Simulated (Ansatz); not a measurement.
Mo2AlC (model structure, started from the MAX type, P6₃/mmc, No. 194, 8 atoms in the cell), treated with PBEsol (PAW; Ansatz, a quantum-chemistry and plane-wave program).

From the output:

```
Relaxation: its limit of steps is 80 (relax.max_steps)
Crystal: 8 atoms, lattice volume = 106.332 Å³
Basis set: ecut = 520 eV, 2907 PW (Γ), exchange–correlation on 48×48×216 points (8 copies of the dense FFT grid, shifted against one another)
Bands: 43, of which v1, the nominal top of the filled ones, is band 35 counted from 1 (34 counted from 0)
Symmetry: 24 space group operations
Space group: P63/mmc (ITA 194), of the structure as read, at distance tolerance 4.7e-5 Å
k-points: 183 of 2304
Functional: x = pbesol(κ = 0.804, μ = 0.12345679012345678), c = pbesol(β = 0.046)
SCF iter   1: F=—  HF=-21134.056436 eV  |F-HF|=—  |Δ(HF+E_count)|=         —  Δρ=1.07e-2  dr2=9.62e-2
SCF iter   2: F=—  HF=-21134.039564 eV  |F-HF|=—  |Δ(HF+E_count)|=   1.69e-2  Δρ=4.90e-3  dr2=1.63e-2
  ...
SCF 1 converged in 6 iterations: F = -21134.036131 eV  dr2 = 2.53e-8
Crystal: 8 atoms, lattice volume = 106.332 Å³
Initial density: handed on by an earlier stage of this run
SCF 2 converged in 6 iterations: F = -21134.041961 eV  dr2 = 5.10e-9
Crystal: 8 atoms, lattice volume = 106.332 Å³
SCF 3 converged in 6 iterations: F = -21134.042010 eV  dr2 = 1.43e-10
Crystal: 8 atoms, lattice volume = 106.332 Å³
SCF 4 converged in 6 iterations: F = -21134.042014 eV  dr2 = 1.14e-12
Crystal: 8 atoms, lattice volume = 106.332 Å³
SCF iter   7: F=-21134.042014 eV  HF=-21134.042014 eV  |F-HF|=3.64e-12  |Δ(HF+E_count)|=  1.09e-11  Δρ=6.88e-9  dr2=5.37e-14
SCF iter   8: F=-21134.042014 eV  HF=-21134.042014 eV  |F-HF|=1.09e-11  |Δ(HF+E_count)|=  7.28e-12  Δρ=1.81e-9  dr2=2.79e-15
SCF 5 converged in 8 iterations: F = -21134.042014 eV  dr2 = 2.79e-15
SCF converged after 8 iterations
Free energy (F): -21134.042014 eV
Internal energy: -21134.008995 eV  (E = F + TS)
E sigma→0 (E₀):  -21134.025505 eV
Fermi energy:    16.392198 eV
--- Forces (eV/Å), atoms counted from 1 ---
  atom   1  Al     0.00000000    -0.00000000     0.00000000
  atom   2  Al    -0.00000000     0.00000000    -0.00000000
  atom   3  Mo    -0.00000000     0.00000000    -0.00048359
  atom   4  Mo     0.00000000     0.00000000    -0.00048359
  atom   5  Mo    -0.00000000     0.00000000     0.00048359
  atom   6  Mo    -0.00000000     0.00000000     0.00048359
  atom   7  C     -0.00000000     0.00000000     0.00000000
  atom   8  C     -0.00000000    -0.00000000     0.00000000
--- Stress (GPa, compression-positive) ---
       -3.911797       0.000000      -0.000000
        0.000000      -3.911797       0.000000
       -0.000000       0.000000      -3.917300
  P = ⅓ Tr σ = -3.9136 GPa (-39.136 kbar)
```

### Question
Write an input file that could have produced this run (the log leaves some choices open).

### Answer
One answer among several that fit: 
Ansatz 0.2 input:
```yaml
crystal:
  lattice:
    - [3.0159248148, 0.0, 0.0]
    - [-1.5079624074, 2.6118675056, 0.0]
    - [0.0, 0.0, 13.4987441683]
  atoms:
    - { symbol: Al, position: [0.3333333333, 0.6666666667, 0.75] }
    - { symbol: Al, position: [0.6666666667, 0.3333333333, 0.25] }
    - { symbol: Mo, position: [0.3333333333, 0.6666666667, 0.0889261118] }
    - { symbol: Mo, position: [0.6666666667, 0.3333333333, 0.5889261118] }
    - { symbol: Mo, position: [0.6666666667, 0.3333333333, 0.9110738882] }
    - { symbol: Mo, position: [0.3333333333, 0.6666666667, 0.4110738882] }
    - { symbol: C, position: [0.0, 0.0, 0.0] }
    - { symbol: C, position: [0.0, 0.0, 0.5] }
basis:
  ecutwfc: 520
  ecutrho_ratio: 4
  xc_grid: 2
kpoints:
  mp_grid: { grid: [24, 24, 4] }
hamiltonian:
  xc: pbesol
  dispersion: none
  pseudopotentials: { kind: paw }
scf:
  occupations: { method: fermi_dirac, width: 0.05 }
output:
  forces: true
  stress: true
  eigenvalues: true
relax:
  f_tol: 0.004
  escape_saddle: false
  max_steps: 80
  cell: { stress_tol: 0.02, fix: [volume] }
```

The cell is one volume of an energy–volume scan, off the minimum.

The PAW data were made under PBE.

Note: the run has no spin polarisation, so it can have missed a magnetic state. Note: the relaxation could raise the start's symmetry but not lower it, so the cell can be a saddle point.

A model structure was made by putting elements into a prototype or built by hand; it is no filed structure, need not be a known phase, and can be a saddle point held by its symmetry.
